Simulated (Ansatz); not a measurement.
Base system: MgO in the rock salt structure (space group Fm-3m, No. 225).

```yaml
crystal:
  lattice:
    - [0.00000, 2.10379, 2.10379]
    - [2.10379, 0.00000, 2.10379]
    - [2.10379, 2.10379, 0.00000]
  atoms:
    - { symbol: O, position: [0.00000, 0.00000, 0.00000] }
    - { symbol: Mg, position: [0.50000, 0.50000, 0.50000] }
```

Cartesian axes are those of the cell as printed.

Computed with r2SCAN (Ansatz, a first-principles code, PAW, no spin-orbit coupling), earlier PAW set.

One thing is altered: the cell is stretched by 2.59 % along z with no lateral relaxation; the atoms relax in the strained cell.

**Question.** Predict the stress tensor and what it implies for the stiffness.

**Answer.** Stress of the strained cell less that of the base (GPa, compression positive):
```
  -2.33    0.00    0.00
   0.00   -2.33    0.00
   0.00    0.00   -6.86
```

Then −Δσ_ii/ε with ε = 0.0259 gives secant stiffness values (nonlinear terms included at this strain): C33 ≈ 265 GPa, C13 ≈ 90 GPa and C23 ≈ 90 GPa.

As a check, the harmonic strain energy −½ V₀ Δσ:ε is 5.2 meV/atom; the computed energy rise is 5.4 meV/atom.

Stability against distortions was not tested.
